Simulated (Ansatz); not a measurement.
Consider interstitial C in silicon with all lengths changed by +1 %, neutral cell. Calculation: PBE, PAW (plane waves to 420 eV; Ansatz, an electronic-structure program).

64-site cell at the strained lattice (strain from the relaxed PBE one, atoms relaxed), a 2×2×2 k-point mesh shifted by half a step, smearing 0.01 eV, spin-restricted, no finite-size correction. Energies are static. The charge state is imposed; whether it is stable for some Fermi level was not computed. Sites that were not tried may lie lower.

Barriers: single points on a 3×3×3 k-point mesh shifted by half a step at the bands' geometries.

Relaxed starting cell (atoms counted from 1):

```yaml
crystal:
  lattice:
    - [11.04940, 0.00000, 0.00000]
    - [0.00000, 11.04940, 0.00000]
    - [0.00000, 0.00000, 11.04940]
  atoms:
    - { symbol: Si, position: [0.99903, 0.99983, 0.24966] }
    - { symbol: Si, position: [0.00125, 0.99556, 0.75151] }
    - { symbol: Si, position: [0.00126, 0.50168, 0.24538] }
    - { symbol: Si, position: [0.00437, 0.50064, 0.75047] }
    - { symbol: Si, position: [0.50087, 0.00464, 0.25447] }
    - { symbol: Si, position: [0.50023, 0.00046, 0.74887] }
    - { symbol: Si, position: [0.50020, 0.49906, 0.25027] }
    - { symbol: Si, position: [0.47826, 0.48709, 0.73697] }
    - { symbol: Si, position: [0.12490, 0.37488, 0.12489] }
    - { symbol: Si, position: [0.12687, 0.37496, 0.62479] }
    - { symbol: Si, position: [0.12471, 0.87497, 0.12480] }
    - { symbol: Si, position: [0.12489, 0.87504, 0.62471] }
    - { symbol: Si, position: [0.62532, 0.37498, 0.12485] }
    - { symbol: Si, position: [0.68396, 0.37500, 0.62485] }
    - { symbol: Si, position: [0.62340, 0.87481, 0.12464] }
    - { symbol: Si, position: [0.62532, 0.87501, 0.62481] }
    - { symbol: Si, position: [0.00134, 0.24825, 0.00430] }
    - { symbol: Si, position: [0.00444, 0.24923, 0.49906] }
    - { symbol: Si, position: [0.99904, 0.75009, 0.99992] }
    - { symbol: Si, position: [0.00131, 0.75445, 0.49808] }
    - { symbol: Si, position: [0.50032, 0.25085, 0.99937] }
    - { symbol: Si, position: [0.47828, 0.26271, 0.51250] }
    - { symbol: Si, position: [0.50074, 0.74498, 0.99480] }
    - { symbol: Si, position: [0.50032, 0.74952, 0.50068] }
    - { symbol: Si, position: [0.12633, 0.12336, 0.37319] }
    - { symbol: Si, position: [0.12313, 0.12254, 0.87728] }
    - { symbol: Si, position: [0.12312, 0.62744, 0.37238] }
    - { symbol: Si, position: [0.12625, 0.62652, 0.87634] }
    - { symbol: Si, position: [0.62047, 0.13703, 0.38687] }
    - { symbol: Si, position: [0.62512, 0.12632, 0.87340] }
    - { symbol: Si, position: [0.62512, 0.62358, 0.37613] }
    - { symbol: Si, position: [0.62055, 0.61268, 0.86253] }
    - { symbol: Si, position: [0.25128, 0.99909, 0.00066] }
    - { symbol: Si, position: [0.24843, 0.99712, 0.49924] }
    - { symbol: Si, position: [0.24836, 0.50043, 0.00270] }
    - { symbol: Si, position: [0.24658, 0.50278, 0.49702] }
    - { symbol: Si, position: [0.74858, 0.99998, 0.99971] }
    - { symbol: Si, position: [0.74846, 0.00305, 0.50102] }
    - { symbol: Si, position: [0.74846, 0.49863, 0.99668] }
    - { symbol: Si, position: [0.77130, 0.50952, 0.49021] }
    - { symbol: Si, position: [0.36840, 0.37674, 0.37011] }
    - { symbol: Si, position: [0.36847, 0.37315, 0.87956] }
    - { symbol: Si, position: [0.37614, 0.87493, 0.37492] }
    - { symbol: Si, position: [0.37610, 0.87501, 0.87462] }
    - { symbol: Si, position: [0.88378, 0.37327, 0.36949] }
    - { symbol: Si, position: [0.88389, 0.37654, 0.88017] }
    - { symbol: Si, position: [0.87240, 0.87705, 0.37467] }
    - { symbol: Si, position: [0.87237, 0.87281, 0.87489] }
    - { symbol: Si, position: [0.24844, 0.24942, 0.24695] }
    - { symbol: Si, position: [0.24659, 0.24719, 0.75261] }
    - { symbol: Si, position: [0.25127, 0.75083, 0.24893] }
    - { symbol: Si, position: [0.24837, 0.75286, 0.75026] }
    - { symbol: Si, position: [0.74846, 0.25118, 0.25288] }
    - { symbol: Si, position: [0.77133, 0.24043, 0.75941] }
    - { symbol: Si, position: [0.74859, 0.74989, 0.24981] }
    - { symbol: Si, position: [0.74845, 0.74682, 0.74845] }
    - { symbol: Si, position: [0.37614, 0.12508, 0.12477] }
    - { symbol: Si, position: [0.36841, 0.12029, 0.62655] }
    - { symbol: Si, position: [0.37608, 0.62480, 0.12483] }
    - { symbol: Si, position: [0.36849, 0.62969, 0.62300] }
    - { symbol: Si, position: [0.87240, 0.12484, 0.12687] }
    - { symbol: Si, position: [0.88375, 0.11970, 0.62311] }
    - { symbol: Si, position: [0.87238, 0.62508, 0.12264] }
    - { symbol: Si, position: [0.88384, 0.63028, 0.62634] }
    - { symbol: C, position: [0.52548, 0.37492, 0.62474] }
```

End state 1 differs by these moves (Å; atoms that move under 0.08 Å are left out):

```
atom  element     Δx     Δy     Δz
----  -------  -----  -----  -----
8          Si   0.24   0.79   0.14
14         Si  -0.79  -0.24   0.14
20         Si  -0.04  -0.08   0.02
21         Si   0.02  -0.08   0.05
22         Si   0.22  -0.22  -0.19
23         Si  -0.02   0.15   0.11
24         Si   0.02   0.10  -0.07
29         Si   0.06  -0.15  -0.17
32         Si   0.16   0.37   0.24
35         Si   0.15  -0.06  -0.17
40         Si  -0.37  -0.16   0.24
41         Si   0.08  -0.02   0.05
42         Si   0.22  -0.22  -0.19
45         Si  -0.15   0.02   0.11
46         Si  -0.10  -0.02  -0.07
48         Si   0.08   0.04   0.02
54         Si  -0.18   0.03  -0.09
56         Si   0.08   0.13   0.00
60         Si  -0.03   0.18  -0.09
64         Si  -0.13  -0.08   0.00
65          C  -0.28   0.28   1.38
```

### Question
Predict the forward and backward barriers to end state 1 from PBE, PAW.

### Answer
forward 0.57 eV, backward 0.57 eV; at the saddle point atom 65 has neighbours 2 Si at 1.88, Si at 2.06, Si at 2.08 Å. The saddle point's order was not checked, and it lies on a symmetry element of the cell, where a band can be held.

End state 2 differs by these moves (Å; atoms that move under 0.08 Å are left out):

```json
[
 {"atom": "2", "element": "Si", "Δx": "-0.07", "Δy": "0.10", "Δz": "-0.03"},
 {"atom": "5", "element": "Si", "Δx": "-0.03", "Δy": "-0.10", "Δz": "-0.07"},
 {"atom": "8", "element": "Si", "Δx": "0.38", "Δy": "0.00", "Δz": "0.38"},
 {"atom": "14", "element": "Si", "Δx": "-0.66", "Δy": "0.00", "Δz": "-0.66"},
 {"atom": "18", "element": "Si", "Δx": "-0.09", "Δy": "0.02", "Δz": "0.02"},
 {"atom": "22", "element": "Si", "Δx": "0.13", "Δy": "-0.25", "Δz": "-0.38"},
 {"atom": "23", "element": "Si", "Δx": "-0.02", "Δy": "0.09", "Δz": "0.07"},
 {"atom": "29", "element": "Si", "Δx": "0.07", "Δy": "-0.19", "Δz": "-0.23"},
 {"atom": "30", "element": "Si", "Δx": "-0.02", "Δy": "-0.07", "Δz": "0.08"},
 {"atom": "31", "element": "Si", "Δx": "-0.02", "Δy": "0.07", "Δz": "-0.12"},
 {"atom": "32", "element": "Si", "Δx": "0.07", "Δy": "0.19", "Δz": "0.20"},
 {"atom": "36", "element": "Si", "Δx": "0.07", "Δy": "-0.05", "Δz": "0.04"},
 {"atom": "39", "element": "Si", "Δx": "0.04", "Δy": "0.05", "Δz": "0.07"},
 {"atom": "40", "element": "Si", "Δx": "-0.13", "Δy": "0.00", "Δz": "-0.13"},
 {"atom": "52", "element": "Si", "Δx": "0.07", "Δy": "-0.09", "Δz": "-0.02"},
 {"atom": "53", "element": "Si", "Δx": "0.02", "Δy": "-0.02", "Δz": "-0.09"},
 {"atom": "54", "element": "Si", "Δx": "-0.38", "Δy": "0.25", "Δz": "0.13"},
 {"atom": "58", "element": "Si", "Δx": "0.08", "Δy": "0.07", "Δz": "-0.02"},
 {"atom": "60", "element": "Si", "Δx": "0.20", "Δy": "-0.19", "Δz": "0.07"},
 {"atom": "62", "element": "Si", "Δx": "-0.23", "Δy": "0.19", "Δz": "0.07"},
 {"atom": "64", "element": "Si", "Δx": "-0.12", "Δy": "-0.07", "Δz": "-0.02"},
 {"atom": "65", "element": "C", "Δx": "1.10", "Δy": "0.00", "Δz": "1.10"}
]
```

### Question
Give the forward and backward barriers to end state 2 at the level PBE, PAW.

### Answer
forward 1.04 eV, backward 1.04 eV; at the saddle point atom 65 has neighbours Si at 1.77, Si at 1.85 Å. The saddle point's order was not checked, and it lies on a symmetry element of the cell, where a band can be held.
